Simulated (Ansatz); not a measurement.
## RbTlF3: response to strain

Start from RbTlF3 (space group Fm-3m, No. 225; a cell from a computed database, its experimental status unchecked).

```xyz
10
Lattice="0.0000 4.7256 4.7256 4.7256 0.0000 4.7256 4.7256 4.7256 0.0000" Properties=species:S:1:pos:R:3 pbc="T T T"
Rb     7.0884     7.0884     7.0884
Rb     2.3628     2.3628     2.3628
Tl     4.7256     4.7256     4.7256
Tl     0.0000     0.0000     0.0000
F      2.1754     4.7256     4.7256
F      7.2758     4.7256     4.7256
F      4.7256     2.1754     4.7256
F      4.7256     7.2758     4.7256
F      4.7256     4.7256     2.1754
F      4.7256     4.7256     7.2758
```

Cartesian axes are those of the cell as printed.

Strains are applied to the cell and any free atomic positions relax; under biaxial strain the out-of-plane vector relaxes too; under stress the whole cell relaxes.

Level of theory: PBEsol (Ansatz, an electronic-structure program, PAW, no spin-orbit coupling).

Notes on the quantities. energy relative to the base: free energy F.

```json
[
 {"case": "base", "energy relative to the base": "0 meV/atom", "gap character": "indirect, X → L", "volume per atom": "21.11 Å³", "band gap": "1.77 eV", "smallest direct gap": "2.31 eV"},
 {"case": "biaxial strain +1.07 %, plane normal [001], relaxed out of plane", "energy relative to the base": "+1.2 meV/atom", "gap character": "indirect, M → N", "volume per atom": "21.46 Å³", "band gap": "1.81 eV", "smallest direct gap": "2.39 eV"},
 {"case": "biaxial strain +1.29 %, plane normal [110], relaxed out of plane", "energy relative to the base": "-3.0 meV/atom", "gap character": "indirect, T → S", "volume per atom": "21.28 Å³", "band gap": "1.76 eV", "smallest direct gap": "2.29 eV"},
 {"case": "isotropic strain −1.29 %", "energy relative to the base": "+3.6 meV/atom", "gap character": "indirect, X → L", "volume per atom": "20.30 Å³", "band gap": "1.58 eV", "smallest direct gap": "2.12 eV"},
 {"case": "isotropic strain −0.64 %", "energy relative to the base": "+0.9 meV/atom", "gap character": "indirect, X → L", "volume per atom": "20.70 Å³", "band gap": "1.68 eV", "smallest direct gap": "2.22 eV"},
 {"case": "uniaxial strain ε_zz = +4.98 %", "energy relative to the base": "+9.5 meV/atom", "gap character": "indirect, X → N", "volume per atom": "22.16 Å³", "band gap": "1.94 eV", "smallest direct gap": "2.49 eV"},
 {"case": "uniaxial stress, 1 GPa tension along z", "energy relative to the base": "+1.1 meV/atom", "gap character": "indirect, X → N", "volume per atom": "21.33 Å³", "band gap": "1.80 eV", "smallest direct gap": "2.35 eV"},
 {"case": "uniaxial stress, 3 GPa compression along z", "energy relative to the base": "+6.6 meV/atom", "gap character": "indirect, M → N", "volume per atom": "20.63 Å³", "band gap": "1.53 eV", "smallest direct gap": "2.18 eV"},
 {"case": "uniaxial stress, 2 GPa compression along z", "energy relative to the base": "+3.1 meV/atom", "gap character": "indirect, M → N", "volume per atom": "20.77 Å³", "band gap": "1.60 eV", "smallest direct gap": "2.23 eV"}
]
```

A biaxial case was relaxed in a doubled cell and then solved in the primitive one. Spin-orbit coupling, missing from the scalar runs, can matter with Tl. Stability under load was not tested beyond the relaxation. Under biaxial strain +1.29 %, plane normal [110], relaxed out of plane the cell ends below the base's energy or with stress of the wrong sign: the atoms slid into a distortion or the cell is elastically unstable, so the base is not a stable minimum at this level. k-point labels follow each cell's own Brillouin zone.
